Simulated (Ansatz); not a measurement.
Consider MoS2 (space group P6_3/mmc, No. 194; layered, stacked along the Cartesian z axis).

```xyz
6
Lattice="3.1493 0.0000 0.0000 -1.5747 2.7274 0.0000 0.0000 0.0000 12.0895" Properties=species:S:1:pos:R:3 pbc="T T T"
Mo     1.5747     0.9091     9.0671
Mo     0.0000     1.8183     3.0224
S      1.5747     0.9091     4.5882
S      0.0000     1.8183    10.6329
S      0.0000     1.8183     7.5013
S      1.5747     0.9091     1.4565
```

Cartesian axes are those of the cell as printed.

Computed with PBE-D3(BJ) (Ansatz, a quantum-chemistry and plane-wave program), spin-orbit coupling left out.

Base values:

The smallest direct gap comes out as 1.70 eV and the band gap is 0.77 eV.

Perturbation: the cell is compressed by 2.40 % along z with no lateral relaxation; the atoms relax in the strained cell.

How does this affect the stress?

The stress (xx, yy, zz, yz, xz, xy; compression positive) is (0.33, 0.33, 1.90, 0.00, 0.00, 0.00) GPa.

How does this affect the energy relative to the base?

The energy rises by 2.3 meV/atom.

What happens to the smallest direct gap?

The smallest direct gap shrinks by 0.03 eV to 1.67 eV.

How does this affect the band gap?

The band gap shrinks by 0.147 eV to 0.63 eV.

What does the calculation give for the largest internal atomic displacement after the change?

The largest internal atomic displacement amounts to 0.033 Å.

Stability against distortions was not tested.
